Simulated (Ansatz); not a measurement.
Results of HSE06 in Ansatz (PAW) for hexagonal WC.

Numerical settings: plane-wave cutoff 500 eV, 12×12×10 k mesh (along the axes of the cell as run), Fermi–Dirac smearing 0.05 eV, no spin polarisation, scalar-relativistic PAW data made under PBE.

Computed at the level's own relaxed cell.

### Question
Estimate the volume per atom, equilibrium lattice constant a and c axis length that the calculation returns.

### Answer

- volume per atom = 10.28 Å³/atom
- equilibrium lattice constant a = 2.899 Å
- c axis length = 2.826 Å

Measured, for comparison: lattice constant a 2.906 Å, lattice parameter c 2.837 Å (300 K, not corrected to a static lattice; as tabulated in Wikipedia's data pages). Computed (rounded) less measured: lattice constant a -0.2 %, lattice parameter c -0.4 %. A static lattice is as a rule a little smaller and stiffer than an uncorrected measurement, which narrows the difference in the lattice parameter c and would widen misses of the other sign.

Note: exact exchange on metals is sensitive to the k mesh and can open a false gap; the run warned that the count of filled bands differs between k points.

Spin–orbit coupling is not included.

Computed values are for the static lattice.

Cost on a shared machine: around 15 core-minutes (rough).

Ansatz is a quantum-chemistry and plane-wave program.
